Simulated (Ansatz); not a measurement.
BeSe under a change: x(S) = 0.25, 8 atoms, Amm2

The parent structure is BeSe in the zinc blende structure (space group F-43m, No. 216; a = 5.129 Å).

The other end (x = 1) is BeS in the zinc blende structure (space group F-43m, No. 216): 14.15 Å³/atom, gap 2.91 eV.

Modification: S replaces 25.0 % of the Se, ordered in a cell of 8 atoms (starting symmetry Amm2) and fully relaxed.

Computed with PBEsol/PAW in Ansatz (a quantum-chemistry and plane-wave program), no spin-orbit coupling. Settings: 9×6×6 k-points, 0.05 eV Fermi–Dirac smearing, for the changed cell.

- Volume per atom = 16.16 Å³ (base 16.86 Å³)
- Density = 3.92 g/cm³ (base 4.33 g/cm³)
- Shortest interatomic distance = 2.122 Å (base 2.221 Å)
- Band gap = 2.30 eV (base 2.47 eV)
- Gap character (in this cell's own zone, which can be folded) = indirect, Γ → T
- Valence-band top at Γ (three highest levels, from the VBM) = 0.00, -0.04, -0.07 eV (base 0.00, 0.00, 0.00 eV)
- Mixing energy = +12 meV/atom
- Deviation of the volume from the linear (Vegard-type) interpolation = -0.1 %
- Bowing parameter b of this ordering, from Eg = [1−x] Eg[0] + x Eg[1] − b x [1−x] = 1.5 eV
- Mean first-shell distances = Se–Be 2.209 Å (end compound 2.221 Å), S–Be 2.135 Å (end compound 2.095 Å)

These are small ordered cells, not random alloys; other orderings at the same x differ. Stability against distortions was not tested. Labels are those of the standard path for the cell's own space group.
